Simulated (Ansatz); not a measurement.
**Nb3Ir (model structure, started from the Cu3Au type, Pm-3m, No. 221, 4 atoms in the cell)**

Computed with PBEsol (Ansatz, a first-principles code, plane waves, PAW).

Numerical settings: plane-wave cutoff 520 eV, 14×14×14 k mesh, Fermi–Dirac smearing 0.05 eV, no spin polarisation, scalar-relativistic PAW data made under PBE.

Cell (relaxed at this level):

IrNb₃ is taken in the cubic space group Pm-3m (No. 221), the Cu3Au type structure, Pearson symbol cP4. Cell: a = 4.057 Å, b = 4.057 Å, c = 4.057 Å, α = 90.00°, β = 90.00°, γ = 90.00°. Nb on 3c sees 8 Nb at 2.869 Å and 4 Ir at 2.869 Å (cuboctahedral). Ir on 1a has 12 Nb at 2.869 Å (cuboctahedral). (Neighbours: up to the widest gap in distance over summed covalent radii, below 1.35, at either atom.)

* **bulk modulus B0**: 222 GPa

Note: the run has no spin polarisation, so it can have missed a magnetic state; the bulk modulus is −V dP/dV from two relaxed cells at ±2 % in volume; the relaxation could raise the start's symmetry but not lower it, so the cell can be a saddle point.

Spin–orbit coupling is not included.

The computed numbers hold no vibrational or temperature effects.

A model structure was made by putting elements into a prototype or built by hand; it is no filed structure, need not be a known phase, and can be a saddle point held by its symmetry.
